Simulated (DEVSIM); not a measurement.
Device: Ti/SiO2/p-GaSb capacitor, at 300 K.

```tsv
layer (left to right)	material	thickness (nm)	Na (cm⁻³)
1	SiO2	7.80	-
2	GaSb	2600	5.3e16
```

Metal gate on the left, work function 4.33 eV. Fixed charge at the semiconductor interface 0 cm⁻² (in units of +e); no interface traps.

This is a model device: material constants are rounded textbook-type values typed into the input, and sizes, dopings and lifetimes were drawn at random. Values at 300 K.

```tsv
parameter	SiO2	GaSb
gap (eV)	9	0.726
affinity (eV)	0.9	4.06
permittivity	3.9	15.7
Nc (cm⁻³)	-	2.1e17
Nv (cm⁻³)	-	1.8e19
```

DEVSIM, 1D Poisson equation in equilibrium, Boltzmann statistics, complete ionisation; no quantum confinement or tunnelling. Metal contacts follow the ideal Schottky-Mott rule: no Fermi-level pinning, no interface dipoles.

The SiO2 thickness was swept, all else fixed.

```tsv
SiO2 thickness (μm)	capacitance of the dielectric stack (μF/cm²)	minimum of the low-frequency capacitance (μF/cm²)
0.0031	1.11	0.111
0.0043	0.803	0.108
0.0055	0.628	0.102
0.0066	0.523	0.0998
0.0078	0.443	0.0966
0.0094	0.367	0.0916
```

From the first row to the last the capacitance of the dielectric stack goes from 1.11 to 0.367. From the first row to the last the minimum of the low-frequency capacitance goes from 0.111 to 0.0916.
